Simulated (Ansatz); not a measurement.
The starting structures come from a database of crystals and need not be the phases stable at ambient conditions.

 Where the default PAW files enter, the runs use the earlier of Ansatz's two default sets.

Here is the system:

```xyz
5
Lattice="5.6965 0.0000 0.0000 -2.8483 4.9333 0.0000 2.8483 1.6444 2.3356" Properties=species:S:1:pos:R:3 pbc="T T T"
Ba     2.8483     4.9333     0.0010
Ti     5.6965     3.2889     1.2612
O      5.6965     1.6748     2.2366
O      1.3978     4.0959     2.2366
O      4.2987     4.0959     2.2366
```

Space group of this cell: R3m. The cell is taken as given; by r2SCAN its mean pressure is -1.8 GPa.

These are r2SCAN (plane waves, PAW; Ansatz, an electronic-structure program) values and carry that method's errors.

The current runs along the normal of the first two printed vectors; no spin-orbit coupling. Scaled by the factor s: both lengths across the current (ions clamped). Meshes 12×12×12 and 6×6 across the current in all rows.

| s | mean pressure (GPa) | band gap (eV) |
|---|---|---|
| 0.98 | 5.8 | ? |
| 1.00 | -1.8 | 2.76 |
| 1.02 | -7.9 | 2.62 |

**Question.** Take the slope of the band gap against ln s from the two given rows, extrapolate to s = 0.98, and say what the run there gives.

**Answer.** Slope = (2.62 − 2.76) / ln 1.02 = -7.07 eV. The line gives 2.76 + (-7.07) × ln 0.98 = 2.90 eV. The run gives 2.88 eV, 0.02 eV under the line, 16 % of the predicted step.
